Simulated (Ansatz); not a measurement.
Start from Li in the bcc (W type) structure (space group Im-3m, No. 229).

```cif
data_Li2
_chemical_formula_sum 'Li2'
_space_group_name_H-M_alt 'Im-3m'
_space_group_IT_number 229
_space_group_name_Hall '-I 4 2 3'
_cell_length_a 3.43428
_cell_length_b 3.43428
_cell_length_c 3.43428
_cell_angle_alpha 90.000
_cell_angle_beta 90.000
_cell_angle_gamma 90.000
loop_
_atom_site_label
_atom_site_type_symbol
_atom_site_symmetry_multiplicity
_atom_site_Wyckoff_symbol
_atom_site_fract_x
_atom_site_fract_y
_atom_site_fract_z
_atom_site_occupancy
Li1 Li 2 a 0.00000 0.00000 0.00000 1
```
(The calculation used a cell of 1 atom; values per cell refer to that cell.)

Calculations: DFT with PBEsol, PAW potentials and a 420 eV plane-wave cutoff in Ansatz (a quantum-chemistry and plane-wave program), scalar-relativistic without spin-orbit coupling.

Base values:

- Volume per atom = 20.25 Å³

It is then changed as follows: a hydrostatic pressure of 0.9 GPa.

### Question
What does the calculation give for the volume per atom after the change?

### Answer
The volume per atom shrinks by 1.17 Å³ to 19.08 Å³.

Load acts through the strain it causes; cell and atoms are relaxed under it. No phonon test of stability was made.
